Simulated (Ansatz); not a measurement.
**Hypothetical cubic perovskite MgSnO3: pressure series**

Take MgSnO₃ in the cubic perovskite structure (space group Pm-3m, No. 221; a = 3.987 Å; a hypothetical phase, not in the database extracts checked) as the base.

Cell and atoms are relaxed at each pressure.

The values are results of Kohn–Sham DFT with the PBEsol functional, run in Ansatz (a program for electronic structure) with PAW and 420 eV plane waves, no SOC, not measurements.

| case | volume per atom | electron mass | smallest direct gap |
|---|---|---|---|
| base | 12.67 Å³ | 0.22 mₑ (at Γ) | 2.09 eV |
| pressure −2 GPa | 12.83 Å³ | 0.21 mₑ (at Γ) | 2.00 eV |
| pressure −1 GPa | 12.75 Å³ | 0.22 mₑ (at Γ) | 2.05 eV |
| pressure 0.3 GPa | 12.65 Å³ | 0.22 mₑ (at Γ) | 2.10 eV |
| pressure 0.7 GPa | 12.62 Å³ | 0.23 mₑ (at Γ) | 2.12 eV |
| pressure 1.5 GPa | 12.56 Å³ | 0.23 mₑ (at Γ) | ___ |
| pressure 3 GPa | 12.46 Å³ | 0.24 mₑ (at Γ) | 2.21 eV |
| pressure 5 GPa | ___ | 0.25 mₑ (at Γ) | ___ |
| pressure 7.5 GPa | 12.17 Å³ | 0.25 mₑ (at Γ) | 2.36 eV |
| pressure 10 GPa | 12.02 Å³ | 0.26 mₑ (at Γ) | 2.44 eV |

Task: Fill in the withheld entries from the trend.

Result: 
- pressure 1.5 GPa, smallest direct gap: 2.15 eV
- pressure 5 GPa, volume per atom: 12.32 Å³
- pressure 5 GPa, smallest direct gap: 2.28 eV

Load acts through the strain it causes; cell and atoms are relaxed under it. Masses are band curvatures over ±0.01 Å⁻¹ around the edge. Whether these cells are dynamically stable was not tested. No other phases were tried under pressure. Many cubic perovskites are stable only at high temperature; tilts and polar distortions were not tested.
